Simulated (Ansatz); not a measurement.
**How far PBE-D3(BJ) and r2SCAN+rVV10 part for MoTe2, biaxial strain +1.18 %, plane normal [001], relaxed out of plane**

Base system: MoTe2 in the 2H-MoS2 type structure (space group P6_3/mmc, No. 194; a = 3.497 Å, c = 13.697 Å; layered, stacked along the Cartesian z axis). Axes: x lies along a and z along c of the hexagonal cell.

(Cell as relaxed with PBE-D3(BJ).)

Levels (all Ansatz, a quantum-chemistry and plane-wave program, PAW, earlier PAW set): PBE-D3(BJ) (420 eV, without spin-orbit coupling); r2SCAN+rVV10 (500 eV, no spin-orbit coupling).

Each level relaxes its own structure.

```csv
base,PBE-D3(BJ),r2SCAN+rVV10
volume per atom,24.17 Å³,25.68 Å³
lattice parameter a,3.497 Å,3.542 Å
band gap,0.60 eV,0.87 eV
```

One thing is altered: tensile biaxial strain of 1.18 % in the plane normal to [001], as in epitaxy on a mismatched substrate; the out-of-plane cell vector and the atoms relax.

```json
[
 {"quantity": "pressure (mean of the normal stresses, compression positive)", "PBE-D3(BJ)": "-1.19 GPa", "r2SCAN+rVV10": "___"},
 {"quantity": "shortest interatomic distance", "PBE-D3(BJ)": "2.724 Å", "r2SCAN+rVV10": "___"},
 {"quantity": "out-of-plane strain", "PBE-D3(BJ)": "-0.55 %", "r2SCAN+rVV10": "___"}
]
```

Problem. Predict the r2SCAN+rVV10 column.

Solution. 
- pressure (mean of the normal stresses, compression positive), r2SCAN+rVV10: -1.18 GPa
- shortest interatomic distance, r2SCAN+rVV10: 2.729 Å
- out-of-plane strain, r2SCAN+rVV10: -0.63 %

PBE-D3(BJ)'s shortest interatomic distance lies 0.005 Å below r2SCAN+rVV10's (0.2 %); PBE-D3(BJ)'s out-of-plane strain lies 0.08 % above r2SCAN+rVV10's. Neither level is exact; r2SCAN+rVV10 is the comparison here, not a measurement.

With Te present, leaving out spin-orbit coupling can change the band edges. Stability against distortions was not tested. The program warned that a D3 coordination switch lies within reach, so dispersion energies are less smooth here.
